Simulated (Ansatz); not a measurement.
Worked example: self-consistent single point of ReP (Pnma, 8 atoms in the cell) in Ansatz (an electronic-structure program).

Method of the run: PBEsol, default PAW files made with PBE (plane waves; Ansatz).

```xyz
8
Lattice="6.9021 0.0000 0.0000 0.0000 3.7005 0.0000 0.0000 0.0000 5.0907" Properties=species:S:1:pos:R:3 pbc="T T T"
Re     1.2424     0.9251     0.6363
Re     2.2087     2.7754     3.1817
Re     5.6597     2.7754     4.4544
Re     4.6934     0.9251     1.9090
P      0.2485     0.9251     3.1053
P      3.2026     2.7754     0.5600
P      6.6536     2.7754     1.9854
P      3.6995     0.9251     4.5307
```

Reference input (self-consistent single point, DFT, PBEsol, plane waves, default PAW files made with PBE): basis.ecutwfc = 420 eV; kpoints.mp_grid.grid = 5 9 7; hamiltonian.xc = pbesol; hamiltonian.pseudopotentials = {kind: paw} (the program's default PAW files); scf.occupations.method = methfessel_paxton; scf.occupations.width = 0.1 eV. This run's input differs from it in these lines:

Ansatz 0.2 input:
```diff
@@ -16,3 +16,3 @@
 basis:
-  ecutwfc: 420.0 eV
+  ecutwfc: 250.0 eV
 kpoints:
```

Log, with long lists cut:

```
SCF iter   1: F=—  HF=-45894.853246 eV  |F-HF|=—  |Δ(HF+E_count)|=         —  Δρ=2.47e-2  dr2=2.65e-1  ethr=1.77e-3  ⟨swp⟩=6.0  Hψ=11420  notcnv=0
all-band conjugate gradients solve this SCF's bands
preconditioner: auto → Kerker (q_TF=auto, 2.516 Å⁻¹)
SCF iter   2: F=—  HF=-45894.780888 eV  |F-HF|=—  |Δ(HF+E_count)|=   7.24e-2  S|Δr|=    0.00e0  Δρ=1.28e-2  dr2=7.00e-2  ethr=3.31e-4  ⟨swp⟩=2.4  Hψ=4582  notcnv=0  defer=30
   [... lines left out ...]
SCF iter   5: F=—  HF=-45894.754968 eV  |F-HF|=—  |Δ(HF+E_count)|=   6.94e-5  S|Δr|=    0.00e0  Δρ=1.33e-4  dr2=3.11e-5  ethr=4.84e-7  ⟨swp⟩=2.2  Hψ=3692  notcnv=0  defer=30
SCF iter   6: F=—  HF=-45894.754551 eV  |F-HF|=—  |Δ(HF+E_count)|=   4.17e-4  S|Δr|=    0.00e0  Δρ=3.16e-5  dr2=1.16e-6  ethr=3.89e-8  ⟨swp⟩=2.0  Hψ=3763  notcnv=0  defer=31
SCF iter   7: F=-45894.754551 eV  HF=-45894.754551 eV  |F-HF|=6.60e-8  |Δ(HF+E_count)|=   1.85e-7  S|Δr|=    0.00e0  Δρ=8.40e-6  dr2=9.04e-8  ethr=1.25e-10  ⟨swp⟩=9.3  Hψ=11357  notcnv=0
SCF 1 converged in 7 iterations: F = -45894.754551 eV  dr2 = 9.04e-8
Stability not checked (fill_not_monotonic)
Free energy (F): -45894.754551 eV
Internal energy: -45894.747109 eV  (E = F + TS)
E sigma→0 (E₀):  -45894.752690 eV
Entropy (-TS):   -0.007442 eV (-0.930 meV/atom)
Fermi energy:    15.927675 eV
--- Forces (eV/Å), atoms counted from 1 ---
  atom   1  Re     0.00928885     0.00000000     0.12007707
  atom   2  Re    -0.00928885     0.00000000     0.12007707
  atom   3  Re    -0.00928885     0.00000000    -0.12007707
  atom   4  Re     0.00928885     0.00000000    -0.12007707
   [... lines left out ...]
  atom   8  P      1.08766403     0.00000000    -2.48631462
--- Stress (GPa, compression-positive) ---
      -35.913076       0.000000      -0.000000
        0.000000     -11.400606      -0.000000
       -0.000000      -0.000000     -40.012122
  P = ⅓ Tr σ = -29.1086 GPa (-291.086 kbar)
  The stress holds the Pulay correction. Without it, at fixed plane waves, as pw.x and ABINIT print it: P = -66.8271 GPa
```

The run converged in 7 iterations. Against the reference run the free energy rises by 600 meV/atom, the pressure goes from -30.31 to -29.11 GPa and the largest force goes from 2.739 to 2.714 eV/Å.

The starting cell was generated: these elements placed on a structure prototype, without a prior relaxation; it need not be a known phase or ordering of this composition. Its lattice was rescaled by a random factor within 2.5 % of one. Spin polarisation is off. Forces in this geometry exceed 1 eV/Å. Ansatz's pressure includes its estimate of the finite-basis (Pulay) stress. Without the estimate this run gives -66.83 GPa. The cutoff lies below the one recommended for these files.
